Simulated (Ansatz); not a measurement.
**CsCl-type CoGa: bulk modulus B0 by level of theory**

No measured value is used here.

```csv
level (code),value (GPa),cell (Å³/atom)
LDA (Ansatz),218,11.09
BLYP (Ansatz),?,12.58
PBE (Ansatz),?,11.96
revPBE (Ansatz),?,12.19
PBE-D3(BJ) (Ansatz),?,11.57
PBE-D4 (Ansatz),198,11.52
PBEsol-D3(BJ) (Ansatz),217,11.12
rVV10 (Ansatz),171,12.15
r²SCAN-D4 (Ansatz),208,11.38
r²SCAN+rVV10 (Ansatz),208,11.40
B3LYP (VWN-RPA form) (Ansatz),180,11.91
r²SCAN0 (Ansatz),228,11.23
```

Problem. Complete the blanks.

Solution. 
- BLYP (Ansatz, an electronic-structure program), value (GPa): 147
- PBE (Ansatz), value (GPa): 177
- revPBE (Ansatz), value (GPa): 167
- PBE-D3(BJ) (Ansatz), value (GPa): 194

The crystal itself was run without spin with LDA, BLYP, PBE, revPBE, PBE-D3(BJ), PBE-D4, PBEsol-D3(BJ), rVV10, r²SCAN-D4, r²SCAN+rVV10, B3LYP (VWN-RPA form), r²SCAN0; a magnetic state was not tried in these runs. B3LYP (VWN-RPA form), r²SCAN0: the run has no spin polarisation, so it can have missed a magnetic state. Each level is taken at its own relaxed cell. Cutoffs and k meshes differ between the levels. Ansatz's density-functional and Hartree–Fock values are scalar-relativistic unless marked +SOC, with PAW data made under PBE.
